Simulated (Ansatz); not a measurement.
The reference is TiCo in the CsCl type structure (space group Pm-3m, No. 221; ferromagnetic; relaxed with 0.1 eV smearing).

```yaml
crystal:
  lattice:
    - [2.98431, 0.00000, 0.00000]
    - [0.00000, 2.98431, 0.00000]
    - [0.00000, 0.00000, 2.98431]
  atoms:
    - { symbol: Ti, position: [0.00000, 0.00000, 0.00000] }
    - { symbol: Co, position: [0.50000, 0.50000, 0.50000] }
```

Cartesian axes are those of the cell as printed.

Calculations: Ansatz (an electronic-structure program) PBE, no spin-orbit coupling.

One thing is altered: every lattice vector is shortened by 1.23 %, atoms relaxed at fixed cell.

### Question
Predict the stress tensor and what it implies for the stiffness.

### Answer
Stress of the strained cell less that of the base (GPa, compression positive):
```
    6.6     0.0     0.0
    0.0     6.6     0.0
    0.0     0.0     6.6
```

Then B = −ΔP/(ΔV/V₀) with ΔV/V₀ = -0.0364 gives secant stiffness values (nonlinear terms included at this strain): B ≈ 180 GPa.

As a check, the harmonic strain energy −½ V₀ Δσ:ε is 10 meV/atom; the computed energy rise is 9.6 meV/atom.

Other magnetic orders, which the real material may have, were not ruled out. Stability against distortions was not tested.
